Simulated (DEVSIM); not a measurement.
Device: Ni/SiO2/n-GaSb capacitor, at 300 K.

```csv
layer (left to right),material,thickness (nm),Nd (cm⁻³)
1,SiO2,2.50,-
2,GaSb,9700,3.8e15
```

Metal gate on the left, work function 5.1 eV. Fixed charge at the semiconductor interface -5.5e11 cm⁻² (in units of +e); no interface traps.

Constants are typed, rounded textbook-type inputs, not results; the design itself was drawn at random and stands for no fabricated device. Values at 300 K.

```
parameter      SiO2    GaSb
-------------  ----  ------
gap (eV)          9   0.726
affinity (eV)   0.9    4.06
permittivity    3.9    15.7
Nc (cm⁻³)         -  2.1e17
Nv (cm⁻³)         -  1.8e19
```

Model (solved in DEVSIM): 1D Poisson equation in equilibrium, Boltzmann statistics, complete ionisation; no quantum confinement or tunnelling. Metal contacts follow the ideal Schottky-Mott rule: no Fermi-level pinning, no interface dipoles.

Question: Tabulate band edges, carrier densities and field at 0.65 V on the gate.

Answer: Energies count from the Fermi level of the right contact; mesh points crowd at the junctions.

```json
[
 {"x (μm)": "0.000", "Ec (eV)": "3.550", "Ev (eV)": "-5.450", "n (cm⁻³)": "< 1e2", "p (cm⁻³)": "< 1e2", "field (V/cm)": "190000"},
 {"x (μm)": "0.0009754", "Ec (eV)": "3.568", "Ev (eV)": "-5.432", "n (cm⁻³)": "< 1e2", "p (cm⁻³)": "< 1e2", "field (V/cm)": "190000"},
 {"x (μm)": "0.001951", "Ec (eV)": "3.587", "Ev (eV)": "-5.413", "n (cm⁻³)": "< 1e2", "p (cm⁻³)": "< 1e2", "field (V/cm)": "190000"},
 {"x (μm)": "0.003024", "Ec (eV)": "0.436", "Ev (eV)": "-0.290", "n (cm⁻³)": "9.9e9", "p (cm⁻³)": "2.4e14", "field (V/cm)": "-16000"},
 {"x (μm)": "0.006323", "Ec (eV)": "0.431", "Ev (eV)": "-0.295", "n (cm⁻³)": "1.2e10", "p (cm⁻³)": "2.0e14", "field (V/cm)": "-16000"},
 {"x (μm)": "0.01258", "Ec (eV)": "0.421", "Ev (eV)": "-0.305", "n (cm⁻³)": "1.8e10", "p (cm⁻³)": "1.3e14", "field (V/cm)": "-16000"},
 {"x (μm)": "0.02669", "Ec (eV)": "0.399", "Ev (eV)": "-0.327", "n (cm⁻³)": "4.2e10", "p (cm⁻³)": "5.7e13", "field (V/cm)": "-15000"},
 {"x (μm)": "0.07634", "Ec (eV)": "0.328", "Ev (eV)": "-0.398", "n (cm⁻³)": "6.6e11", "p (cm⁻³)": "3.7e12", "field (V/cm)": "-13000"},
 {"x (μm)": "0.1764", "Ec (eV)": "0.218", "Ev (eV)": "-0.508", "n (cm⁻³)": "4.6e13", "p (cm⁻³)": "5.2e10", "field (V/cm)": "-8800"},
 {"x (μm)": "0.3961", "Ec (eV)": "0.116", "Ev (eV)": "-0.610", "n (cm⁻³)": "2.4e15", "p (cm⁻³)": "1.0e9", "field (V/cm)": "-1500"},
 {"x (μm)": "0.8918", "Ec (eV)": "0.104", "Ev (eV)": "-0.622", "n (cm⁻³)": "3.8e15", "p (cm⁻³)": "6.3e8", "field (V/cm)": "≈ 0"},
 {"x (μm)": "2.636", "Ec (eV)": "0.104", "Ev (eV)": "-0.622", "n (cm⁻³)": "3.8e15", "p (cm⁻³)": "6.3e8", "field (V/cm)": "≈ 0"},
 {"x (μm)": "5.609", "Ec (eV)": "0.104", "Ev (eV)": "-0.622", "n (cm⁻³)": "3.8e15", "p (cm⁻³)": "6.3e8", "field (V/cm)": "≈ 0"},
 {"x (μm)": "7.888", "Ec (eV)": "0.104", "Ev (eV)": "-0.622", "n (cm⁻³)": "3.8e15", "p (cm⁻³)": "6.3e8", "field (V/cm)": "≈ 0"},
 {"x (μm)": "9.110", "Ec (eV)": "0.104", "Ev (eV)": "-0.622", "n (cm⁻³)": "3.8e15", "p (cm⁻³)": "6.3e8", "field (V/cm)": "≈ 0"},
 {"x (μm)": "9.441", "Ec (eV)": "0.104", "Ev (eV)": "-0.622", "n (cm⁻³)": "3.8e15", "p (cm⁻³)": "6.3e8", "field (V/cm)": "≈ 0"},
 {"x (μm)": "9.587", "Ec (eV)": "0.104", "Ev (eV)": "-0.622", "n (cm⁻³)": "3.8e15", "p (cm⁻³)": "6.3e8", "field (V/cm)": "≈ 0"},
 {"x (μm)": "9.652", "Ec (eV)": "0.104", "Ev (eV)": "-0.622", "n (cm⁻³)": "3.8e15", "p (cm⁻³)": "6.3e8", "field (V/cm)": "≈ 0"},
 {"x (μm)": "9.686", "Ec (eV)": "0.104", "Ev (eV)": "-0.622", "n (cm⁻³)": "3.8e15", "p (cm⁻³)": "6.3e8", "field (V/cm)": "≈ 0"},
 {"x (μm)": "9.696", "Ec (eV)": "0.104", "Ev (eV)": "-0.622", "n (cm⁻³)": "3.8e15", "p (cm⁻³)": "6.3e8", "field (V/cm)": "≈ 0"},
 {"x (μm)": "9.700", "Ec (eV)": "0.104", "Ev (eV)": "-0.622", "n (cm⁻³)": "3.8e15", "p (cm⁻³)": "6.3e8", "field (V/cm)": "≈ 0"},
 {"x (μm)": "9.703", "Ec (eV)": "0.104", "Ev (eV)": "-0.622", "n (cm⁻³)": "3.8e15", "p (cm⁻³)": "6.3e8", "field (V/cm)": "≈ 0"}
]
```
